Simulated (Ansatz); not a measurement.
La2O3 (P-3m1), r2SCAN, rigid bands (Ansatz, a first-principles code): Condition of this run: functional r2SCAN on the same cell. band gap 4.23 eV, N_c = 1.04e20 cm⁻³ and N_v = 7.31e20 cm⁻³ at 300 K, conductivity masses along x (a = (3.91, 0.00, 0.00) Å; b = (-1.95, 3.38, 0.00) Å; c = (0.00, 0.00, 6.04) Å) of 1.87 mₑ (electrons) and 3.38 mₑ (holes). Take k_BT = 0.02585 eV.

**Question.** Find the intrinsic carrier density and the intrinsic Fermi level.

**Answer.** n_i = √(N_c N_v) exp(−E_g/2k_BT) = 2.76e20 × exp(−81.81) = 8.1e-16 cm⁻³. The level lies (k_BT/2) ln(N_v/N_c) = 25 meV from mid-gap (positive towards the conduction band). Each 0.1 eV added to the gap lowers n_i by a factor of 6.9.

**Question.** A film of it is 5 nm thick, with its normal along the direction named. Estimate the confinement energies in an infinite well.

**Answer.** ħ²π²/(2m t²) = 0.376 eV·nm²/(m/mₑ × t²) gives 8.04 meV for electrons and 4.45 meV for holes, so the gap would widen to about 4.24 eV. Finite barriers and nonparabolic bands lower this, and with several valleys or bands the heaviest mass along the normal sets the lowest level, not this average.

**Question.** What thermal injection velocity √(2k_BT/πm) limits a ballistic channel along the direction named?

**Answer.** 3.93e6 cm/s for electrons and 2.93e6 cm/s for holes, a ratio of √(m_h/m_e) = 1.34, for dilute carriers.

Rigid, parabolic bands with the computed gap; masses take one relaxation time for all states. Spin-orbit coupling is left out; where it splits the top of the valence band, N_v and the p-type Seebeck coefficient come out somewhat high without it. Geometry: cell and atoms relaxed with PBEsol.
